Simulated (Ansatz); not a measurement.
Consider HfO₂ in the fluorite structure (space group Fm-3m, No. 225; a = 5.0981 Å).

Levels (all Ansatz, a first-principles code, PAW, earlier PAW set): PBE (420 eV, without spin-orbit coupling); HSE06 (420 eV, no SOC).

Its gap is 3.75 eV with PBE and 5.34 eV with HSE06.

One thing is altered: every lattice vector is shortened by 0.94 %, atoms relaxed at fixed cell.

With PBE the gap becomes 3.82 eV.

Question: If the HSE06 correction stayed the same, what would the HSE06 gap be, and what does the HSE06 run give?

Answer: A rigid correction of +1.59 eV gives 5.41 eV. The HSE06 run gives 5.43 eV, so the two effects roughly add.

Single points use the geometry relaxed with PBE. The hybrid gap comes from the SCF mesh plus the semilocal run's edge points and a few special points and is an upper bound. Spin-orbit coupling, missing from the scalar runs, can matter with Hf. The cells carry an imposed strain or load. No phonon test of stability was made. This is not the structure that HfO2 has at room temperature and ambient pressure.
